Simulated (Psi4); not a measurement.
Psi4 1.11, HF/def2-svp: Cu(I)(py) ([I][Cu]<-[n]1ccccc1), 13 atoms. The geometry is a generated start, not checked to be a minimum at this level.

```yaml
task: energy
method: scf
basis: def2-svp
memory: 3 GB
maxiter: 100
keys_of_the_molecule_block: symmetry c1
scf_type: df (default)
e_convergence: 1e-06 (default)
d_convergence: 1e-06 (default)
effective_core_potentials: those of the basis set, past Kr
basis_functions: 166
```

```xyz
13

Cu     1.8816     0.5995    -1.9461
I      3.5381     1.1299    -3.6536
C     -1.2980    -0.4141     1.3437
C     -0.9353    -1.3554     0.3907
C      0.0043    -1.0179    -0.5632
N      0.5881     0.1875    -0.6107
C      0.2364     1.0951     0.3105
C     -0.6954     0.8349     1.2959
H     -2.0294    -0.6480     2.1020
H     -1.3746    -2.3400     0.3832
H      0.3042    -1.7322    -1.3176
H      0.7219     2.0596     0.2519
H     -0.9418     1.6012     2.0135
```

Charge 0 and multiplicity 1 are set for this test and not shown to be the ground state.

With the defaults (diis = true, scf_initial_accelerator = adiis, damping_percentage = 0, diis_max_vecs = 10, soscf = false, soscf_start_convergence = 0.01, guess = auto, which took SAD, level_shift = 0, level_shift_cutoff = 0.01) it converges in 12 SCF iterations. One run each on 2 threads, with these changes:
- soscf = true
- diis_max_vecs = 6
- scf_initial_accelerator = none
- level_shift = 0.1, level_shift_cutoff = 0.001
- soscf = true, soscf_start_convergence = 0.001
- diis_max_vecs = 20
- diis = false, scf_initial_accelerator = none, damping_percentage = 60
- guess = gwh
- diis_max_vecs = 3

Question: Which runs fail or end elsewhere than the default run?

Answer: No convergence: diis = false, scf_initial_accelerator = none, damping_percentage = 60 (the run ends without SCF convergence in 100 iterations). The rest reach the solution of the defaults.

```json
[
 {"setting": "soscf = true, soscf_start_convergence = 0.001", "SCF iterations": "9", "JK calls": "20", "end": "same solution"},
 {"setting": "soscf = true", "SCF iterations": "10", "JK calls": "31", "end": "same solution"},
 {"setting": "the defaults", "SCF iterations": "12", "JK calls": "13", "end": "same solution"},
 {"setting": "diis_max_vecs = 6", "SCF iterations": "12", "JK calls": "13", "end": "same solution"},
 {"setting": "diis_max_vecs = 20", "SCF iterations": "12", "JK calls": "13", "end": "same solution"},
 {"setting": "level_shift = 0.1, level_shift_cutoff = 0.001", "SCF iterations": "12", "JK calls": "13", "end": "same solution"},
 {"setting": "scf_initial_accelerator = none", "SCF iterations": "13", "JK calls": "14", "end": "same solution"},
 {"setting": "diis_max_vecs = 3", "SCF iterations": "16", "JK calls": "17", "end": "same solution"},
 {"setting": "guess = gwh", "SCF iterations": "17", "JK calls": "17", "end": "same solution"},
 {"setting": "diis = false, scf_initial_accelerator = none, damping_percentage = 60", "SCF iterations": "100", "JK calls": "101", "end": "no convergence"}
]
```

An SOSCF iteration holds several JK calls; a Hückel guess adds calls on atoms. 1 further run of the study ended by our limits or in an error and is left out.
